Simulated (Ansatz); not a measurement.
**WS2, pressure series**

Base system: WS2 (space group P6_3/mmc, No. 194; a = 3.115 Å, c = 11.772 Å; layered, stacked along the Cartesian z axis).

Cell and atoms are relaxed at each pressure.

All numbers come from PBEsol-D3(BJ) (Ansatz, a quantum-chemistry and plane-wave program), spin-orbit coupling left out.

Two rows of this table had their results exchanged by mistake.

| pressure | volume per atom (Å³) | shortest distance (Å) | band gap |
|---|---|---|---|
| pressure −2 GPa | 17.06 | 2.395 | 0.81 eV |
| pressure −1 GPa | 16.74 | 2.391 | 0.72 eV |
| pressure 0.3 GPa | 16.42 | 2.388 | 0.64 eV |
| pressure 0.7 GPa | 16.33 | 2.387 | 0.61 eV |
| pressure 1.5 GPa | 16.17 | 2.385 | 0.57 eV |
| pressure 3 GPa | 15.90 | 2.381 | 0.49 eV |
| pressure 5 GPa | 14.99 | 2.365 | 0.23 eV |
| pressure 7.5 GPa | 15.27 | 2.370 | 0.31 eV |
| pressure 10 GPa | 15.60 | 2.376 | 0.41 eV |

### Question
Which two?

### Answer
The rows for pressure 5 GPa and pressure 10 GPa: the volume has to fall steadily with pressure, so 15.60 Å³ belongs to pressure 5 GPa and 14.99 Å³ to pressure 10 GPa.

Spin-orbit coupling, missing from the scalar runs, can matter with W. Load acts through the strain it causes; cell and atoms are relaxed under it. No phonon test of stability was made. No other phases were tried under pressure. The zero or small gap of WS2 under pressure 10 GPa can change with the level of theory.
